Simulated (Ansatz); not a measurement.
# A self-consistent single point of BaTe (Fm-3m, 2 atoms in the cell) with Ansatz

Method: PBE (plane waves, PAW; Ansatz, a quantum-chemistry and plane-wave program).

This input was run:

Ansatz 0.2 input:
```yaml
crystal:
  lattice:
    - [0.00000000, 3.48250000, 3.48250000]
    - [3.48250000, 0.00000000, 3.48250000]
    - [3.48250000, 3.48250000, 0.00000000]
  atoms:
    - { symbol: Ba, position: [0.00000000, 0.00000000, 0.00000000] }
    - { symbol: Te, position: [0.50000000, 0.50000000, 0.50000000] }
basis:
  ecutwfc: 420.0
kpoints:
  mp_grid: { grid: [6, 6, 6] }
hamiltonian:
  xc: pbe
  pseudopotentials: { kind: paw }
scf:
  occupations: { method: fermi_dirac, width: 0.05 }
output:
  forces: true
  eigenvalues: true
  stress: true
```

The program printed (abridged):

```
WARN ansatz: RAYON_NUM_THREADS=1 ignored (pool sized by the plan → 1); use --threads N
Pseudopotentials: kind: paw
Pseudopotential: Ba, paw, valence charge 10
Pseudopotential: Te, paw, valence charge 16
Crystal: 2 atoms, lattice volume = 84.470 Å³
Basis set: ecut = 420 eV, 1639 PW (Γ), exchange–correlation on 72×72×72 points (8 copies of the dense FFT grid, shifted against one another)
Bands: 17, of which v1, the nominal top of the filled ones, is band 13 counted from 1 (12 counted from 0)
Symmetry: 48 space group operations
Space group: Fm-3m (ITA 225), of the structure as read, at distance tolerance 4.4e-5 Å
k-points: 16 of 216
Initial density: superposition of atomic densities (neutral atoms: chi_scale 0, normalization atom), corrected by the library's trained network
Initial wavefunctions: pseudopotential atomic-orbital guess
Eigensolver: davidson
Functional: x = pbe(κ = 0.804, μ = 0.2195149727645171), c = pbe(β = 0.06672455060314922)
SCF iter   1: F=—  HF=-12933.123704 eV  |F-HF|=—  |Δ(HF+E_count)|=         —  Δρ=7.18e-4  dr2=1.16e-3  ethr=1.77e-3  ⟨swp⟩=9.0  Hψ=1739  notcnv=0
all-band conjugate gradients solve this SCF's bands
preconditioner: auto → none
SCF iter   2: F=—  HF=-12933.122820 eV  |F-HF|=—  |Δ(HF+E_count)|=   8.84e-4  Δρ=2.02e-4  dr2=3.22e-5  ethr=4.46e-6  ⟨swp⟩=2.6  Hψ=666  notcnv=0
SCF iter   3: F=—  HF=-12933.122862 eV  |F-HF|=—  |Δ(HF+E_count)|=   4.20e-5  Δρ=8.28e-5  dr2=3.30e-6  ethr=1.24e-7  ⟨swp⟩=2.2  Hψ=400  notcnv=0
SCF iter   4: F=—  HF=-12933.122874 eV  |F-HF|=—  |Δ(HF+E_count)|=   1.20e-5  Δρ=1.52e-5  dr2=2.02e-7  ethr=1.27e-8  ⟨swp⟩=2.8  Hψ=468  notcnv=0
iter 5 did not close the SCF: its close was put off for the readings that it lacked (scf_convergence_deferred on its scf_iter line)
SCF iter   5: F=-12933.122874 eV  HF=-12933.122874 eV  |F-HF|=9.86e-9  |Δ(HF+E_count)|=   3.20e-7  Δρ=3.85e-6  dr2=2.23e-8  ethr=7.78e-10  ⟨swp⟩=2.0  Hψ=480  notcnv=0
SCF iter   6: F=-12933.122874 eV  HF=-12933.122874 eV  |F-HF|=4.38e-10  |Δ(HF+E_count)|=   2.79e-9  Δρ=5.44e-7  dr2=2.18e-10  ethr=8.59e-11  ⟨swp⟩=3.2  Hψ=1198  notcnv=0
SCF 1 converged in 6 iterations: F = -12933.122874 eV  dr2 = 2.18e-10
SCF converged after 6 iterations
Free energy (F): -12933.122874 eV
Harris-Foulkes:  -12933.122874 eV  (|F-HF|=4.38e-10)
Internal energy: -12933.122874 eV  (E = F + TS)
E sigma→0 (E₀):  -12933.122874 eV
Fermi energy:    7.333748 eV
--- Per-component energies (eV) ---
  E_band       = -329.612463
  E_kinetic    = 350.060989
  E_local      = -1832.026617  (includes V_loc(G=0)·N_el)
  E_nonlocal   = -252.838512
  E_hartree    = 1031.655694
  E_xc         = -293.449341
  E_vxc        = -241.197785  (∫ρ·V_xc dr)
  E_paw        = -9888.813241  (= ΣΔE_a)
  E_vpaw       = -416.921213  (= ΣTr[D̂ρ^β])
  E_aug_tail   = -0.000160  (compensation charges beyond the density's cutoff)
  E_ewald      = -2047.711686
  E_smearing   = -0.000000  (= −TS)
  E_closure    = 0.000000  (closes the sum)
  Σ components = -12933.122874   (vs F -12933.122874, Δ=0.00e0)
--- Forces (eV/Å), atoms counted from 1 ---
  atom   1  Ba    -0.00000000     0.00000000     0.00000000
  atom   2  Te     0.00000000    -0.00000000     0.00000000
  max |Σ_I F_I| component: 3.19e-29 eV/Å
--- Stress (GPa, compression-positive) ---
        1.339940      -0.000000      -0.000000
       -0.000000       1.339940       0.000000
        0.000000      -0.000000       1.339940
  P = ⅓ Tr σ = 1.3399 GPa (13.399 kbar)
  The stress holds the Pulay correction. Without it, at fixed plane waves, as pw.x and ABINIT print it: P = 1.3308 GPa
--- Band table (eV; the first three rows and the last of 16) ---
  k-point 0: bands = ["-28.3542", "-28.3542", "-28.3447", "-28.3447", "-28.3447", "-20.3177", "-5.4773", "-5.4773", "-5.4773", "-2.9729", "6.5460", "6.5460", "6.5460", "9.5497", "9.5497", "9.5497", "9.5895"]
  k-point 1: bands = ["-28.3543", "-28.3543", "-28.3447", "-28.3447", "-28.3447", "-20.3141", "-5.6109", "-5.4801", "-5.4801", "-2.7659", "5.7639", "6.1840", "6.1840", "9.5770", "9.8793", "9.8793", "10.6553"]
  k-point 2: bands = ["-28.3543", "-28.3543", "-28.3446", "-28.3446", "-28.3446", "-20.3068", "-5.8362", "-5.4855", "-5.4855", "-2.3812", "4.7447", "5.6608", "5.6608", "9.9762", "10.7366", "10.7366", "12.0354"]
  k-point 15: bands = ["-28.3545", "-28.3542", "-28.3447", "-28.3445", "-28.3444", "-20.2979", "-5.6677", "-5.6245", "-5.6005", "-2.6000", "5.4906", "5.5423", "5.8395", "9.1346", "11.1166", "11.3669", "11.9632"]
```

The run converged in 6 iterations.

The starting cell has typed, rounded lattice constants, without a prior relaxation at this level. Its lattice was rescaled by up to half a per cent. Spin-orbit coupling is off. Ansatz's pressure includes its estimate of the finite-basis (Pulay) stress.
